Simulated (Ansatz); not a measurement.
# rock-salt PbS (0 0 1) on germanium (0 0 1) (film strained to the substrate, started from cuts of the bulks and a machine-learned relaxation; metallic at this level, with no gap by band count; slabs Ge12 and Pb4S4, which can lie off the formulas)

A periodic stack without vacuum, rock-salt PbS (0 0 1) on germanium (0 0 1) (film strained to the substrate, started from cuts of the bulks and a machine-learned relaxation; metallic at this level, with no gap by band count; slabs Ge12 and Pb4S4, which can lie off the formulas): substrate slab Ge12, film Pb4S4, surface cells [[1, 0], [1, 1]] and [[1, 0], [1, 1]], film strained by -4.1 and -4.1 %, outermost planes Ge/Ge and PbS/PbS as cut, which need not be the usual terminations and can put a slab off its formula.

The start was prepared with a machine-learned potential, and the result is one local minimum, with the in-plane cell held and forces under 0.04 eV/Å; the film can end far from its bulk form.

All values below come from PBE (plane waves to 420 eV, PAW; Ansatz, an electronic-structure program). Scalar-relativistic, without spin–orbit coupling. Its k-point mesh 6×6×1, Fermi–Dirac width 0.05 eV.

- interface area = 16.6 Å²
- period = 30.60 Å
- heights between the nearest atoms of the two slabs at the two interfaces = 2.42 and 2.28 Å
- Ge–Pb contacts across the interfaces within 1.22 times the sum of covalent radii = 2, mean 3.16 Å
- Ge–S contacts across the interfaces within 1.22 times the sum of covalent radii = 1, mean 2.40 Å
- spin-polarised check at this geometry = falls back to no moment
- slope of the mean potential energy in the substrate = +1.5 MV/cm × e

```yaml
crystal:
  lattice:
    - [4.07301, -0.00114, 0.04554]
    - [0.00004, 4.07233, 0.07378]
    - [-0.32653, -0.47536, 30.59175]
  atoms:
    - { symbol: Ge, position: [0.05170, 0.06745, 0.08593] }
    - { symbol: Ge, position: [0.55171, 0.85126, 0.04662] }
    - { symbol: Ge, position: [0.55123, 0.54213, 0.18188] }
    - { symbol: Ge, position: [0.05141, 0.56751, 0.13469] }
    - { symbol: Ge, position: [0.05113, 0.04398, 0.27613] }
    - { symbol: Ge, position: [0.55135, 0.04273, 0.22883] }
    - { symbol: Ge, position: [0.55092, 0.54209, 0.37038] }
    - { symbol: Ge, position: [0.05114, 0.54344, 0.32296] }
    - { symbol: Ge, position: [0.05085, 0.04113, 0.46454] }
    - { symbol: Ge, position: [0.55105, 0.04118, 0.41721] }
    - { symbol: Ge, position: [0.55008, 0.53093, 0.55925] }
    - { symbol: Ge, position: [0.05025, 0.54024, 0.51200] }
    - { symbol: Pb, position: [0.05024, 0.52035, 0.75374] }
    - { symbol: Pb, position: [0.55193, 0.02405, 0.63821] }
    - { symbol: Pb, position: [0.05027, 0.51554, 0.96886] }
    - { symbol: Pb, position: [0.55031, 0.01498, 0.86188] }
    - { symbol: S, position: [0.54939, 0.01926, 0.77087] }
    - { symbol: S, position: [0.05216, 0.52431, 0.66393] }
    - { symbol: S, position: [0.55045, 0.03540, 0.97208] }
    - { symbol: S, position: [0.05053, 0.51918, 0.87862] }
```
